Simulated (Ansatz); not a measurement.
An Ansatz (a program for electronic structure) run: KZnF3 with a change (isotropic strain −2.40 %); PBE/PAW in Ansatz, without spin-orbit coupling.

Input:

Ansatz 0.2 input:
```yaml
crystal:
  lattice:
    - [4.0284027072, 0, 0]
    - [0, 4.0284027072, 0]
    - [0, 0, 4.0284027072]
  atoms:
    - { symbol: K, position: [0, 0, 0] }
    - { symbol: Zn, position: [0.5, 0.5, 0.5] }
    - { symbol: F, position: [0.5, 0, 0.5] }
    - { symbol: F, position: [0, 0.5, 0.5] }
    - { symbol: F, position: [0.5, 0.5, 0] }
basis: { ecutwfc: 420, ecutrho_ratio: 4, xc_grid: 2, fft_grid_basis: typed }
kpoints: { mp_grid: { grid: [8, 8, 8] } }
hamiltonian:
  xc: pbe
  dispersion: none
  pseudopotentials: { kind: paw }
scf: { occupations: { method: fermi_dirac, width: 0.05 }, convergence: { dr2_threshold: 0.0000000005 } }
relax: { f_tol: 0.005, max_steps: 50 }
output: { forces: true, stress: true }
checkpoint: { write: state.ck, write_every: 1000 }
```

Output (explanatory and most iteration lines left out):

```
Relaxation: its limit of steps is 50 (relax.max_steps)
Pseudopotential: K, paw, valence charge 9
Pseudopotential: Zn, paw, valence charge 12
Pseudopotential: F, paw, valence charge 7
Crystal: 5 atoms, lattice volume = 65.373 Å³
Basis set: ecut = 420 eV, 1309 PW (Γ), exchange–correlation on 54×54×54 points (8 copies of the dense FFT grid, shifted against one another)
Bands: 26, of which v1, the nominal top of the filled ones, is band 21 counted from 1 (20 counted from 0)
Symmetry: 48 space group operations
Space group: Pm-3m (ITA 221), of the structure as read, at distance tolerance 4.0e-5 Å
k-points: 35 of 512
Functional: x = pbe(κ = 0.804, μ = 0.2195149727645171), c = pbe(β = 0.06672455060314922)
SCF iter   1: F=—  HF=-7286.223117 eV  |F-HF|=—  |Δ(HF+E_count)|=         —  Δρ=5.16e-4  dr2=8.66e-5  ethr=1.77e-3  ⟨swp⟩=6.1  Hψ=4370  notcnv=0
SCF iter   2: F=—  HF=-7286.222849 eV  |F-HF|=—  |Δ(HF+E_count)|=   2.68e-4  Δρ=3.11e-4  dr2=4.97e-5  ethr=2.06e-7  ⟨swp⟩=2.3  Hψ=1999  notcnv=0
SCF 1 converged in 8 iterations: F = -7286.222976 eV  dr2 = 8.38e-11
relax step   1: F+E_penalty+E_count = -7286.22297576 eV  Δ(F+E_penalty+E_count) = +0.000e0 eV  max|allowed force component| = 4.675e-29 eV/Å  Δτ_max = 0.0000 Å  (8 SCF iters, accepted)
SCF converged after 8 iterations
Free energy (F): -7286.222976 eV
Internal energy: -7286.222976 eV  (E = F + TS)
E sigma→0 (E₀):  -7286.222976 eV
Fermi energy:    6.501576 eV
--- Forces (eV/Å), atoms counted from 1 ---
  atom   1  K     -0.00000000    -0.00000000    -0.00000000
  atom   2  Zn     0.00000000    -0.00000000    -0.00000000
  atom   3  F      0.00000000    -0.00000000     0.00000000
  atom   4  F      0.00000000     0.00000000     0.00000000
  atom   5  F      0.00000000     0.00000000     0.00000000
--- Stress (GPa, compression-positive) ---
        6.058041       0.000000       0.000000
       -0.000000       6.058041       0.000000
        0.000000       0.000000       6.058041
  P = ⅓ Tr σ = 6.0580 GPa (60.580 kbar)
--- Relaxed structure (1 steps of the walk, 1 accepted, 0 SCFs on fresh bases) ---
  atoms:
    - { symbol: K, position: [0.0, 0.0, 0.0] }
    - { symbol: Zn, position: [0.5, 0.5, 0.5] }
    - { symbol: F, position: [0.5, 0.0, 0.5] }
    - { symbol: F, position: [0.0, 0.5, 0.5] }
    - { symbol: F, position: [0.5, 0.5, 0.0] }
```

Whether these cells are dynamically stable was not tested. The cell was made from KZnF3 in the cubic perovskite structure (space group Pm-3m, No. 221) by this change: isotropic strain −2.40 %. Many cubic perovskites are stable only at high temperature; tilts and polar distortions were not tested.
